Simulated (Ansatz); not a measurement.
```
CELL_PARAMETERS angstrom
      3.08864     0.00000     0.00000
      0.00000     3.08864     0.00000
      1.54432     1.54432     2.18399
ATOMIC_POSITIONS crystal
  Al 0.00000 0.00000 0.00000
  N  0.25000 0.75000 0.50000
```

Space group of this cell: F-43m, zinc blende. The cell is taken as given.

Calculation: r2SCAN (plane waves, PAW; Ansatz, a quantum-chemistry and plane-wave program).

The current runs along the normal of the first two printed vectors; no spin-orbit coupling. Scaled by the factor s: both lengths across the current (ions clamped). Meshes 14×14×14 and 10×10 across the current in all rows.

```json
[
 {"s": "0.98", "mean pressure (GPa)": "9.4", "slowest mid-gap decay constant κ (1/Å)": "0.322"},
 {"s": "1.00", "mean pressure (GPa)": "0.3", "slowest mid-gap decay constant κ (1/Å)": "0.304"},
 {"s": "1.02", "mean pressure (GPa)": "-7.5", "slowest mid-gap decay constant κ (1/Å)": "?"}
]
```

**Question.** Take the slope of the slowest mid-gap decay constant κ against ln s from the two given rows, extrapolate to s = 1.02, and say what the run there gives.

**Answer.** Slope = (0.322 − 0.304) / ln 0.98 = -0.891 1/Å. The line gives 0.304 + (-0.891) × ln 1.02 = 0.286 1/Å. The run gives 0.286 1/Å, as the line does.
